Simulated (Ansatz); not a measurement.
## Band gap of Ca3SbN (Pm-3m, No. 221, 5 atoms in the cell; start mp-1013548) at several levels of theory

No measured value is used here.

```tsv
level (code)	value (eV)
LDA (Ansatz)	0.32
PBEsol+SOC (Ansatz)	0.22 (direct)
HSE06+SOC (Ansatz)	0.93 (direct)
PBE0 (Ansatz)	1.66
G0W0@PBEsol (Ansatz)	1.16
```

Computed values are for a static lattice. Spin–orbit coupling is included only where a level's name says +SOC; with heavier elements it mostly lowers gaps and can invert bands.  G0W0@PBEsol: a quasiparticle level at a band edge is in doubt. Values are at the PBEsol cell. Cutoffs and k meshes differ between the levels. Ansatz's density-functional and Hartree–Fock values are scalar-relativistic unless marked +SOC, with PAW data made under PBE.

A start named mp-… is a Materials Project structure, which need not be a measured phase.

Ansatz is a program for electronic structure.
